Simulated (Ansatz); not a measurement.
## Several settings converged on RbMnCuS2 (Imm2, 5 atoms in the cell)

```xyz
5
Lattice="-1.9913 1.9913 6.8270 1.9913 -1.9913 6.8270 1.9913 1.9913 -6.8270" Properties=species:S:1:pos:R:3 pbc="T T T"
Rb     0.0000     0.0000     0.0500
Mn     1.9913     0.0000     3.4135
Cu     0.0000     1.9913     3.4135
S      0.0000     0.0000     8.8747
S      0.0000     0.0000     4.7793
```
Moments meant for the start (each program seeds them in its own way; μB, in the order of the atoms Rb Mn Cu S S): 0.0 4.0 0.0 0.0 0.0.

Base method: LDA (PW92), default PAW files made with PBE (plane waves; Ansatz, an electronic-structure program).

Base settings: basis.ecutwfc = 420 eV; kpoints.mp_grid.grid = 3 3 3; hamiltonian.xc = lda; hamiltonian.pseudopotentials = {kind: paw} (the program's default PAW files); magnetization.spin_polarized = true; scf.occupations.method = fermi_dirac; scf.occupations.width = 0.05 eV.

The count of work is k-points × plane waves × bands × iterations; it is no time. Core times come from one kind of shared machine, to one figure; runs under 30 s give none.

**The cutoff for other potential files**

Level: DFT, LDA (PW92), plane waves, harder PAW files (source: ansatz) made with PBE.

In this ladder: hamiltonian.pseudopotentials = {kind: paw, source: ansatz}.

The second cell is the first with its lattice scaled by 0.98.

The mesh stays at the base's, so the ladder's end is converged at best in this setting alone.

The first pressure column holds Ansatz's estimate of the finite-basis (Pulay) stress, which hides part of the cutoff error; the other is without it.

Only quantities that move along the ladder and can be compared are tabulated.

```csv
basis.ecutwfc,free energy less the last step's (meV/atom),energy of the compressed cell less the first (meV/atom),pressure (GPa),pressure without the Pulay estimate (GPa),largest difference of a force vector from the last step's (eV/Å),count of work / last
325 eV,5411.80,-83.83,-6.74,-199.66,0.213,0.13
395 eV,1093.46,-11.97,-4.97,-54.59,0.058,0.17
505 eV,73.85,-27.86,-4.81,-9.61,0.003,0.22
610 eV,4.55,-27.33,-4.78,-5.11,0.000,0.27
720 eV,1.11,-27.31,-4.78,-4.80,0.000,0.36
865 eV,0.72,-27.30,-4.78,-4.79,0.000,0.47
1080 eV,0.20,-27.31,-4.78,-4.79,0.000,0.70
1440 eV,0.00,-27.31,-4.78,-4.78,0.000,1.0
```

Coarsest basis.ecutwfc that holds the pressure within 0.1 GPa of the last step, with all finer ones: 505 eV, at 0.22 of the last step's count of work; the step before is off by 0.19 GPa.

Coarsest basis.ecutwfc that holds the pressure without the Pulay estimate within 0.2 GPa of the last step, with all finer ones: 720 eV, at 0.36 of the last step's count of work; the step before is off by 0.32 GPa.

Coarsest basis.ecutwfc that holds the forces within 0.01 eV/Å of the last step, with all finer ones: 505 eV, at 0.22 of the last step's count of work; the step before is off by 0.058 eV/Å.

The energy difference between the two cells stays within 1 meV/atom of the last step's from 505 eV on, the total only from 865 eV on: much of the error is common to both cells and cancels.

At the lowest cutoff the pressure without the Pulay estimate lies 195 GPa under the last step's, the usual sign of Pulay stress in an incomplete plane-wave basis.

**The density cutoff**

The mesh stays at the base's, so the ladder's end is converged at best in this setting alone.

Only quantities that move along the ladder and can be compared are tabulated.

```tsv
basis.ecutrho_ratio	free energy less the last step's (meV/atom)	pressure (GPa)
2	-3.17	-4.65
3	-0.06	-4.79
4	0.00	-4.80
5	0.00	-4.80
6	0.00	-4.80
8	0.00	-4.80
10	0.00	-4.80
12	0.00	-4.80
16	0.00	-4.80
```

Coarsest basis.ecutrho_ratio that holds the pressure within 0.05 GPa of the last step, with all finer ones: 3; the step before is off by 0.15 GPa.

Coarsest basis.ecutrho_ratio that holds the free energy within 2 meV/atom of the last step, with all finer ones: 3; the step before is off by 3.2 meV/atom.

**The relaxed cell against the cutoff**

On RbMnCuS2 (I-4m2, 5 atoms in the cell): atoms on their sites.

In this ladder: relax = cell and atoms.

The mesh stays at the base's, so the ladder's end is converged at best in this setting alone.

Only quantities that move along the ladder and can be compared are tabulated.

```tsv
basis.ecutwfc	relaxed volume (Å³/atom)	relaxation steps	core time / last (rough)
250 eV	19.935	41	1
295 eV	19.382	22	0.9
355 eV	19.224	8	0.5
420 eV	19.207	6	0.5
505 eV	19.207	6	0.6
630 eV	19.206	6	0.7
840 eV	19.205	6	1
```

Coarsest basis.ecutwfc that holds the relaxed volume within 0.096 Å³/atom of the last step, with all finer ones: 355 eV; the step before is off by 0.18 Å³/atom.

At the lowest cutoff the cell relaxes to a volume 3.8 % larger than at the highest. Ansatz relaxes on a stress corrected for the finite basis.

On the base run: the starting cell comes from a database of computed structures (which also holds hypothetical and non-ambient phases and stackings), without a prior relaxation at this level. Its lattice was rescaled by up to half a per cent. One atom was moved a little off its site on purpose. With one magnetic atom in the cell only a parallel order is possible.

Left out of this page: 1 run of the series failed or unconverged.

Keys are those of Ansatz 0.2.
